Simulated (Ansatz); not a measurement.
C under load (space group P6_3/mmc), PBE, rigid bands run with Ansatz (a quantum-chemistry and plane-wave program). Condition of this run: hydrostatic pressure of 66 GPa (compression positive) (the target of the relaxation). Band gap 2.76 eV, N_c = 1.12e19 cm⁻³ and N_v = 1.91e19 cm⁻³ at 300 K, conductivity masses along x (a = (2.40, 0.00, 0.00) Å; b = (-1.20, 2.08, 0.00) Å; c = (0.00, 0.00, 4.00) Å) of 0.444 mₑ (electrons) and 0.454 mₑ (holes). Take k_BT = 0.02585 eV.

Question: What thermal injection velocity √(2k_BT/πm) limits a ballistic channel along the direction named?

Answer: 8.07e6 cm/s for electrons and 7.98e6 cm/s for holes, a ratio of √(m_h/m_e) = 1.01, for dilute carriers.

Question: What built-in voltage has an abrupt junction with N_A = 1e16 and N_D = 1e17 cm⁻³, all dopants ionised?

Answer: V_bi = E_g/e − (k_BT/e) ln(N_c N_v/(N_A N_D)) = 2.76 − 0.02585 × 12.27 = 2.44 V, for the computed gap.

Question: Find the intrinsic carrier density and the intrinsic Fermi level.

Answer: n_i = √(N_c N_v) exp(−E_g/2k_BT) = 1.46e19 × exp(−53.38) = 9.6e-5 cm⁻³. The level lies (k_BT/2) ln(N_v/N_c) = 7 meV from mid-gap (positive towards the conduction band). Each 0.1 eV added to the gap lowers n_i by a factor of 6.9.

Rigid bands with the computed gap; masses take one relaxation time for all states. Spin-orbit coupling is left out. Geometry: cell and atoms relaxed with PBEsol.
